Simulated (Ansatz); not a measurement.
**A computed series for Al2Cu: element substitutions**

The parent structure is Al$_{2}$Cu (space group I4/mcm, No. 140).

```
Al2Cu
1.0
   -3.00310     3.00310     2.39527
    3.00310    -3.00310     2.39527
    3.00310     3.00310    -2.39527
Al Cu
4 2
Cartesian
  0.95501   3.95811   0.00000
  0.95501   2.04809   2.39527
  2.04809   0.95501   0.00000
  2.04809  -0.95501   2.39527
  0.00000   0.00000   1.19764
  0.00000   0.00000   3.59291
```

Each row replaces one element on all its sites; cell and atoms are relaxed.

The values are results of r2SCAN/PAW in Ansatz (a first-principles code), no spin-orbit coupling, earlier PAW set, not measurements.

```json
[
 {"variant": "base", "lattice parameter a": "6.006 Å", "c/a ratio": "0.798"},
 {"variant": "Al → Sb", "lattice parameter a": "6.761 Å", "c/a ratio": "0.838"},
 {"variant": "Cu → P", "lattice parameter a": "6.081 Å", "c/a ratio": "0.833"},
 {"variant": "Cu → Zn", "lattice parameter a": "6.185 Å", "c/a ratio": "0.808"}
]
```

Whether these cells are dynamically stable was not tested. As relaxed here, CuSb2, Al2P and Al2Zn are hypothetical phases, not in the database extracts checked. The final runs are not spin-polarised.
